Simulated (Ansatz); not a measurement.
Consider Ba3SiO in the anti-perovskite structure (space group Pm-3m, No. 221; a = 5.290 Å; a cell from a computed database, its experimental status unchecked). Axes: x, y, z lie along the cube axes.

The values are results of PBEsol (Ansatz, a first-principles code), no spin-orbit coupling, not measurements.

Base values:

- Volume per atom: 29.60 Å³

One thing is altered: uniaxial stress, 1 GPa compression along z, with the cell and atoms free to relax against it.

Problem. What does the calculation give for the energy relative to the base and volume per atom after the change?

Solution. The energy grows by 1.1 meV/atom; the volume per atom decreases by 0.209 Å³ to 29.40 Å³.

Load acts through the strain it causes; cell and atoms are relaxed under it. Beyond what the load breaks, stability against distortions was not tested. The final runs are not spin-polarised.
